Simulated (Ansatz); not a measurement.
BN (Cm, No. 8, 8 atoms in the cell; start mp-1599; a measured phase of this formula has another space group) was calculated with r²SCAN+rVV10 in Ansatz (plane waves, PAW).

Settings: plane-wave cutoff 560 eV, 14×14×8 k mesh (along the axes of the cell as run), Fermi–Dirac smearing 0.01 eV, scalar-relativistic PAW data made under PBE.

Computed at the level's own relaxed cell.

```xyz
8
Lattice="6.5075 -1.2503 -0.0486 6.5075 1.2503 -0.0486 -0.0722 0.0000 4.3575" Properties=species:S:1:pos:R:3 pbc="T T T"
B     -0.0718     0.0000     4.3525
B      2.5738     0.0000     1.8508
B     11.2398     0.0000     1.5636
B      6.8839     0.0000     2.1241
N     12.7380     0.0000     1.3962
N      6.5267     0.0000     3.6252
N      8.3887     0.0000     1.8836
N      4.0361     0.0000     1.6723
```

Task: List the 22 lowest band energies at Γ above −25 eV (eV, relative to the valence band maximum), grouping those that round alike.

Result: At Γ: -20.51, -18.45, -17.31, -16.57, -10.37, -8.48, -7.70, -5.04, -5.01, -4.69, -4.26, -3.53, -3.27, -1.82, -1.38 (×2), 4.02, 6.01, 7.23, 8.64, 9.34, 10.02.

A start named mp-… is a Materials Project structure, which need not be a measured phase.

Ansatz is a quantum-chemistry and plane-wave program.
